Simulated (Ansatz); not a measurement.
The starting structures come from a database of crystals and need not be the phases stable at ambient conditions.

 Where the default PAW files enter, the runs use the earlier of Ansatz's two default sets.

# Evanescent states of RbAlF4 (P4/mmm, not sure to be the ambient phase, 6 atoms a cell, 13.9 Å³ an atom) along the normal of (111)

Calculation: r2SCAN (plane waves, PAW; Ansatz, a program for electronic structure).

The gap is the functional's own. No spin-orbit coupling. Mid-gap values are interpolated on the energy grid.

Energies count from the valence-band top; κ is the least over a 6×6 mesh across the current.

```tsv
E (eV)	κ (1/Å)	where
0.18	0.279	Γ
0.54	0.416	Γ
0.90	0.456	Γ
1.26	0.486	Γ
1.62	0.508	Γ
1.98	0.524	Γ
2.34	0.536	Γ
2.70	0.543	Γ
3.06	0.548	Γ
3.42	0.549	Γ
3.78	0.546	Γ
4.14	0.541	Γ
4.50	0.532	Γ
4.86	0.520	Γ
5.22	0.504	Γ
5.58	0.485	Γ
5.94	0.461	Γ
6.30	0.431	Γ
6.66	0.395	Γ
7.02	0.351	Γ
7.38	0.293	Γ
7.74	0.211	Γ
```

How thick must the barrier be to attenuate the transmission by 10^8 when the electrodes' Fermi level lies at 2.34 eV, and what attenuation does that film give at 3.78 eV?

d = 8 ln 10 / (2 × 0.536) = 17.2 Å. At 3.78 eV it gives 8 × 0.546/0.536 = 8.1 decades.
